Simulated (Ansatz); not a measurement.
**Al2O3 under a change: tensor shear ε_xy = −2.50 %**

The reference is Al2O3 in the corundum structure (space group R-3c, No. 167; a = 4.758 Å, c = 12.992 Å (hexagonal axes)). Axes: x lies along a and z along c of the hexagonal cell.

The change: tensor shear ε_xy = −2.50 % (engineering shear γ = -0.0500), atoms relaxed at fixed cell.

All numbers come from r2SCAN (Ansatz, a quantum-chemistry and plane-wave program), without spin-orbit coupling, earlier PAW set. Γ-centred 8×8×8 mesh, Fermi–Dirac width 0.05 eV.

The volume per atom hardly moves (8.49 Å³ against 8.48 Å³) and the space group goes from R-3c (No. 167) to P-1 (No. 2). The shortest interatomic distance shrinks by 2.6 pm to 183.0 pm and the energy increases by 11 meV/atom. The pressure (mean of the normal stresses, compression positive) goes from zero to 0.40 GPa and the band gap drops by 0.14 eV (7.15 eV → 7.01 eV) (an upper bound: an edge found on the path is not a true extremum; the changed cell). The stress (xx, yy, zz, yz, xz, xy; compression positive) amounts to (0.82, 0.04, 0.35, -0.11, 1.07, 8.43) GPa.

Final structure:

```xyz
10
Lattice="2.3445 1.3140 4.3308 -2.4132 1.4329 4.3308 0.0687 -2.7469 4.3308" Properties=species:S:1:pos:R:3 pbc="T T T"
Al     0.0174    -0.0084     4.5710
Al    -0.0185    -0.0066     1.9256
Al    -0.0174     0.0084     8.4212
Al     0.0185     0.0066    11.0667
O     -0.9559     1.4056     7.5899
O     -0.6857    -1.4690     7.5726
O      1.6396     0.0670     7.5740
O      0.9559    -1.4056     5.4024
O      0.6857     1.4690     5.4197
O     -1.6396    -0.0670     5.4183
```

Cost of the whole job for the changed cell (relaxation, final SCF and bands): about 8 core-minutes (a rough figure).

The cells carry an imposed strain or load. Semilocal Kohn–Sham gaps tend to fall short of experiment. No phonon test of stability was made.
